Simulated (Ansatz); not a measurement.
The reference is SrTiO3 in the cubic perovskite structure (space group Pm-3m, No. 221; a = 3.854 Å). Axes: x, y, z lie along the cube axes.

Method: LDA (Ansatz, a program for electronic structure; PAW; 420 eV plane waves; no SOC).

Now apply this change: tensor shear ε_xy = +1.67 % (engineering shear γ = 0.0334); the atoms relax in the strained cell.

Q: Predict the stress tensor and what it implies for the stiffness.

A: Stress of the strained cell less that of the base (GPa, compression positive):
```
   0.11   -3.99    0.00
  -3.99    0.11    0.00
   0.00    0.00    0.07
```

Then −Δσ/γ with γ = 2ε = 0.0334 gives secant stiffness values (nonlinear terms included at this strain): C66 ≈ 119 GPa.

As a check, the harmonic strain energy −½ V₀ Δσ:ε is 4.8 meV/atom; the computed energy rise is 4.7 meV/atom.

Stability against distortions was not tested. All final runs are without spin polarisation. Many cubic perovskites are stable only at high temperature; tilts and polar distortions were not tested.
